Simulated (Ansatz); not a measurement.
Input and output of a self-consistent single point for TiAl (P4/mmm, 2 atoms in the cell) (Ansatz, a program for electronic structure).

Method of the run: revPBE, default PAW files made with PBE (plane waves; Ansatz).

```xyz
2
Lattice="2.7413 0.0000 0.0000 0.0000 2.7413 0.0000 0.0000 0.0000 3.9660" Properties=species:S:1:pos:R:3 pbc="T T T"
Ti     1.3707     1.3707     1.9830
Al     0.0000     0.0000     0.0000
```

Reference input (self-consistent single point, DFT, PBEsol, plane waves, default PAW files made with PBE): basis.ecutwfc = 30.9 Ry; kpoints.mp_grid.grid = 8 8 6; kpoints.mp_grid.shift = 0.5 0.5 0.5; hamiltonian.xc = pbesol; hamiltonian.pseudopotentials = {kind: paw} (the program's default PAW files); scf.occupations.method = fermi_dirac; scf.occupations.width = 0.01 Ry. This run's input differs from it in these lines:

Ansatz 0.2 input:
```diff
@@ -14,3 +14,3 @@
 hamiltonian:
-  xc: pbesol
+  xc: revpbe
   pseudopotentials: { kind: paw }
```

Output (repeated stretches shortened):

```
SCF iter   1: F=—  HF=-3043.136791 eV  |F-HF|=—  |Δ(HF+E_count)|=         —  Δρ=5.04e-3  dr2=9.99e-3  ethr=1.77e-3  ⟨swp⟩=4.8  Hψ=1802  notcnv=0
all-band conjugate gradients solve this SCF's bands
preconditioner: auto → none
SCF iter   2: F=—  HF=-3043.135827 eV  |F-HF|=—  |Δ(HF+E_count)|=   9.64e-4  Δρ=3.25e-3  dr2=5.16e-3  ethr=6.66e-5  ⟨swp⟩=1.0  Hψ=600  notcnv=0
SCF iter   3: F=—  HF=-3043.134955 eV  |F-HF|=—  |Δ(HF+E_count)|=   8.72e-4  Δρ=2.53e-4  dr2=1.10e-5  ethr=3.44e-5  ⟨swp⟩=1.9  Hψ=419  notcnv=0
SCF iter   4: F=—  HF=-3043.134926 eV  |F-HF|=—  |Δ(HF+E_count)|=   2.82e-5  Δρ=7.12e-5  dr2=1.05e-6  ethr=7.33e-8  ⟨swp⟩=2.3  Hψ=525  notcnv=0
iter 5 did not close the SCF: its close was put off for the readings that it lacked (scf_convergence_deferred on its scf_iter line)
SCF iter   5: F=-3043.134926 eV  HF=-3043.134926 eV  |F-HF|=3.08e-8  |Δ(HF+E_count)|=   3.85e-8  Δρ=1.26e-5  dr2=4.72e-8  ethr=7.01e-9  ⟨swp⟩=2.1  Hψ=490  notcnv=0
SCF iter   6: F=-3043.134926 eV  HF=-3043.134926 eV  |F-HF|=5.47e-10  |Δ(HF+E_count)|=   1.32e-8  Δρ=2.67e-6  dr2=6.88e-10  ethr=3.15e-10  ⟨swp⟩=2.0  Hψ=1254  notcnv=0
SCF 1 converged in 6 iterations: F = -3043.134926 eV  dr2 = 6.88e-10
Free energy (F): -3043.134926 eV
Internal energy: -3043.036754 eV  (E = F + TS)
E sigma→0 (E₀):  -3043.085840 eV
Entropy (-TS):   -0.098173 eV (-49.086 meV/atom)
Fermi energy:    12.267389 eV
--- Forces (eV/Å), atoms counted from 1 ---
  atom   1  Ti     0.00000000     0.00000000     0.00000000
  atom   2  Al    -0.00000000    -0.00000000     0.00000000
--- Stress (GPa, compression-positive) ---
       13.842107       0.000000       0.000000
        0.000000      13.842107       0.000000
        0.000000       0.000000      14.384984
  P = ⅓ Tr σ = 14.0231 GPa (140.231 kbar)
  The stress holds the Pulay correction. Without it, at fixed plane waves, as pw.x and ABINIT print it: P = 13.9721 GPa
```

The run converged in 6 iterations. Against the reference run the pressure goes from 7.87 to 14.02 GPa. The full log also holds: “iter 5 did not close the SCF: its close was put off for the readings that it lacked (scf_convergence_deferred on its scf_iter line)”.

The starting cell comes from a database of computed structures (which also holds hypothetical and non-ambient phases and stackings), without a prior relaxation at this level. Its lattice was rescaled by a random factor within 2.5 % of one. Spin polarisation is off. With a pressure of about 14 GPa the cell is away from its equilibrium volume at this level. Ansatz's pressure includes its estimate of the finite-basis (Pulay) stress.
